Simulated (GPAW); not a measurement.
A self-consistent single point of RbMg₆Cu (Amm2, 8 atoms in the cell) with GPAW.

Method: LDA (Perdew-Wang 92), GPAW PAW datasets LDA (gpaw-data 1.0.1) (plane waves; GPAW).

```
CELL_PARAMETERS angstrom
      5.26295     0.00000     0.00000
      0.00000     3.26290     5.87026
      0.00000    -3.26290     5.87026
ATOMIC_POSITIONS crystal
  Rb 0.50000 0.66741 0.66741
  Mg 0.50000 0.67244 0.16324
  Mg 0.50000 0.16324 0.67244
  Mg 0.00000 0.85620 0.30714
  Mg 0.00000 0.30714 0.85620
  Mg 0.00000 0.32646 0.32646
  Mg 0.00000 0.84616 0.84616
  Cu 0.50000 0.16094 0.16094
```

Reference input (self-consistent single point, DFT PBEsol, plane waves, GPAW PAW datasets PBEsol (made by gpaw-setup)): mode = pw; ecut = 850 eV; xc = PBEsol; kpts = 4 3 3; mesh shift (steps) = 0 0 0; occupations.name = fermi-dirac; occupations.width = 0.1 eV; nbands = -16; symmetry.symmorphic = false; symmetry.tolerance = 0.0005; maxiter = 100. This run's input differs from it in these lines:

```diff
@@ -19,3 +19,3 @@
 calc = GPAW(mode={'name': 'pw', 'ecut': 850},
-            xc='PBEsol',
+            xc='LDA',
             kpts={'size': (4, 3, 3), 'gamma': True},
```

Its files differ too (potentials: GPAW PAW datasets LDA (gpaw-data 1.0.1)).

Log, with long lists cut:

```
     iter     time        total  log10-change:
                         energy   eigst   dens
iter:   1 --:--:--   -15.469583
iter:   2 --:--:--   -15.086553   -0.68  -1.47
iter:   3 --:--:--   -14.814093   -1.35  -1.52
iter:   4 --:--:--   -15.036907   -1.50  -1.65
iter:   5 --:--:--   -14.737309   -2.34  -1.93
iter:   6 --:--:--   -15.037381   -1.35  -2.06
iter:   7 --:--:--   -14.657254   -2.13  -2.07
iter:   8 --:--:--   -14.658492   -3.17  -2.61
iter:   9 --:--:--   -14.661524c  -3.69  -2.78
iter:  10 --:--:--   -14.661509c  -4.37  -2.79
iter:  11 --:--:--   -14.656422c  -3.92  -3.08
iter:  12 --:--:--   -14.656260c  -4.11  -3.43
iter:  13 --:--:--   -14.656054c  -5.45  -3.60
iter:  14 --:--:--   -14.655935c  -4.89  -3.61
iter:  15 --:--:--   -14.655904c  -5.76  -3.70
iter:  16 --:--:--   -14.655901c  -7.21  -3.84
iter:  17 --:--:--   -14.655878c  -5.98  -3.84
iter:  18 --:--:--   -14.655884c  -7.24  -4.12c
iter:  19 --:--:--   -14.655891c  -7.21  -4.27c
iter:  20 --:--:--   -14.655897c  -7.45c -4.40c
Converged after 20 iterations.

Dipole moment: (0.000000, -0.000000, 2.391431) |e|*Ang

Energy contributions relative to reference atoms: (reference = -158521.233858)

Kinetic:        -26.147786
Potential:      +31.373581
External:        +0.000000
XC:             -19.345133
Entropy (-ST):   -0.118360
Local:           -0.477379
SIC:             +0.000000
--------------------------
Free energy:    -14.715077
Extrapolated:   -14.655897

Showing only first 2 kpts
 Kpt  Band  Eigenvalues  Occupancy
  0    38      2.38975    1.99993
  0    39      2.55154    1.99966
  0    40      2.65791    1.99902
  0    41      3.45588    0.82244

  1    38      3.19506    1.80918
  1    39      3.26821    1.64042
  1    40      3.48146    0.70193
  1    41      3.97506    0.00774

Fermi level: 3.41998

No gap
   [... lines left out ...]
  2 Mg   -0.00000   -0.03638    0.05768
  3 Mg   -0.00000   -0.00169    0.05720
  4 Mg    0.00000    0.00169    0.05720
  5 Mg    0.00000    0.00000   -0.07496
  6 Mg    0.00000    0.00000   -0.01497
  7 Cu    0.00000    0.00000   -0.15447

Stress tensor:
     0.008348     0.000000     0.000000
     0.000000     0.018025     0.000000
     0.000000     0.000000     0.013780
Stress (GPa, Voigt): [1.3375 2.888  2.2078 0.     0.     0.    ]
```

The run converged in 20 iterations. GPAW prints stress with tension positive. Against the reference run the pressure goes from -0.93 to -2.14 GPa and the largest force goes from 0.125 to 0.154 eV/Å.

The starting cell comes from a database of computed structures (which also holds hypothetical and non-ambient phases and stackings), without a prior relaxation at this level. Spin polarisation is off.

Cost on one core of a shared machine: roughly 80 s.
